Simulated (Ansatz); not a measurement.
**Response to strain in Hf3N4**

The parent structure is Hf3N4 (space group Fd-3m, No. 227; a = 9.004 Å; a cell from a computed database, its experimental status unchecked). Axes: x, y, z lie along the cube axes.

Strains are applied to the cell and any free atomic positions relax; under biaxial strain the out-of-plane vector relaxes too; under stress the whole cell relaxes.

All numbers come from PBEsol, PAW, 420 eV (Ansatz, a program for electronic structure; without spin-orbit coupling).

```tsv
case	band gap	space group	shortest interatomic distance
base	0.78 eV	Fd-3m (No. 227)	3.912 bohr
biaxial strain −4.73 %, plane normal [001], relaxed out of plane	0.37 eV	I4_1/amd (No. 141)	3.867 bohr
biaxial strain +4.10 %, plane normal [111], relaxed out of plane	0.74 eV	R-3m (No. 166)	3.869 bohr
uniaxial stress, 0.5 GPa compression along z	0.77 eV	I4_1/amd (No. 141)	3.911 bohr
```

Spin-orbit coupling, missing from the scalar runs, can matter with Hf. Stability under load was not tested beyond the relaxation.
